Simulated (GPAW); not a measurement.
GPAW run on HfPd (Pm-3m, 2 atoms in the cell): self-consistent single point.

Method: PBEsol, GPAW PAW datasets PBEsol (made by gpaw-setup) (plane waves; GPAW 25.7.0).

The change in words: lattice scaled by 0.98. Reference geometry:
```
CELL_PARAMETERS angstrom
      3.30558     0.00000     0.00000
      0.00000     3.30558     0.00000
      0.00000     0.00000     3.30558
ATOMIC_POSITIONS crystal
  Hf 0.00000 0.00000 0.00000
  Pd 0.50000 0.50000 0.50000
```

Reference input (self-consistent single point, DFT PBEsol, plane waves, GPAW PAW datasets PBEsol (made by gpaw-setup)): mode = pw; ecut = 550 eV; xc = PBEsol; kpts = 10 10 10; mesh shift (steps) = 0 0 0; occupations.name = methfessel-paxton; occupations.width = 0.2 eV; occupations.order = 0; nbands = -10; symmetry.symmorphic = false; symmetry.tolerance = 0.0005; maxiter = 150. This run's input differs from it in these lines:

```diff
@@ -5,5 +5,5 @@
 atoms = Atoms(['Hf', 'Pd'],
-              cell=[[3.305580, 0.000000, 0.000000],
-                    [0.000000, 3.305580, 0.000000],
-                    [0.000000, 0.000000, 3.305580]],
+              cell=[[3.239468, 0.000000, 0.000000],
+                    [0.000000, 3.239468, 0.000000],
+                    [0.000000, 0.000000, 3.239468]],
               scaled_positions=[[0.000000, 0.000000, 0.000000],
```

Output (repeated stretches shortened):

```
     iter     time        total  log10-change:
                         energy   eigst   dens
iter:   1 --:--:--   -17.949923
iter:   2 --:--:--   -15.820921   -1.43  -1.03
iter:   3 --:--:--   -14.318800   -1.27  -1.20
iter:   4 --:--:--   -14.215711   -1.24  -1.42
iter:   5 --:--:--   -14.107541   -1.88  -1.63
iter:   6 --:--:--   -14.153260   -1.47  -1.84
iter:   7 --:--:--   -13.946203   -2.84  -1.76
iter:   8 --:--:--   -13.896575   -2.65  -2.13
iter:   9 --:--:--   -13.899821   -3.18  -3.09
iter:  10 --:--:--   -13.898587c  -4.23  -2.63
iter:  11 --:--:--   -13.896071c  -3.94  -2.76
iter:  12 --:--:--   -13.896110c  -5.12  -3.49
iter:  13 --:--:--   -13.896110c  -5.73  -4.05c
iter:  14 --:--:--   -13.896088c  -6.32  -3.97
iter:  15 --:--:--   -13.896110c  -6.28  -4.04c
iter:  16 --:--:--   -13.896111c  -7.68c -4.07c
Converged after 16 iterations.

Dipole moment: (-0.000000, -0.000000, -0.000000) |e|*Ang

Energy contributions relative to reference atoms: (reference = -546922.975503)

Kinetic:         +7.174342
Potential:      -11.563962
External:        +0.000000
XC:              -8.958588
Entropy (-ST):   -0.029658
Local:           -0.533074
SIC:             +0.000000
--------------------------
Free energy:    -13.910940
Extrapolated:   -13.896111

Showing only first 2 kpts
 Kpt  Band  Eigenvalues  Occupancy
  0    12      8.01115    2.00000
  0    13     12.27725    0.00000
  0    14     12.27725    0.00000
  0    15     16.29250    0.00000

  1    12      8.04543    2.00000
  1    13     12.11966    0.00003
  1    14     12.32832    0.00000
  1    15     15.55695    0.00000

Fermi level: 11.53112

No gap
No difference between direct/indirect transitions
Energy (eV): -13.896111

Forces in eV/Ang:
  0 Hf   -0.00000   -0.00000   -0.00000
  1 Pd    0.00000   -0.00000    0.00000

Stress tensor:
    -0.049344     0.000000     0.000000
     0.000000    -0.049344     0.000000
     0.000000     0.000000    -0.049344
Stress (GPa, Voigt): [-7.9058 -7.9058 -7.9058  0.      0.      0.    ]
```

The run converged in 16 iterations. GPAW prints stress with tension positive. Against the reference run the free energy goes up by 14.5 meV/atom and the pressure goes from -2.85 to 7.91 GPa.

The starting cell comes from a database of computed structures (which also holds hypothetical and non-ambient phases and stackings), without a prior relaxation at this level. For this run, on top of that: lattice scaled by 0.98. Spin polarisation is off. With a pressure of about 8 GPa the cell is away from its equilibrium volume at this level.
